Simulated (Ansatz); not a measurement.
Density of states of BAs (F-43m) above the conduction band minimum, r2SCAN with spin-orbit coupling, rigid bands run with Ansatz (a first-principles code); cell volume 27.1 Å³.

(energy from edge (eV), 10⁻³ states/eV/cell): (0.006, 19.4); (0.031, 43.5); (0.056, 59.0); (0.081, 72.0); (0.106, 83.8); (0.131, 94.8); (0.156, 106); (0.181, 117); (0.206, 129); (0.231, 143); (0.256, 157); (0.281, 171); (0.319, 192); (0.344, 208); (0.369, 222); (0.394, 234); (0.419, 246); (0.444, 256); (0.469, 267); (0.494, 277); (0.519, 287); (0.544, 296); (0.569, 307); (0.594, 315)

Q: What effective density of states at 300 K does this give (∫ g(E) exp(−E/k_BT) dE, both spins, divided by the cell's size)?

A: 3.4e19 cm⁻³, a density-of-states mass of 1.23 mₑ, valleys and band degeneracy included.

Geometry: cell and atoms relaxed with PBEsol.
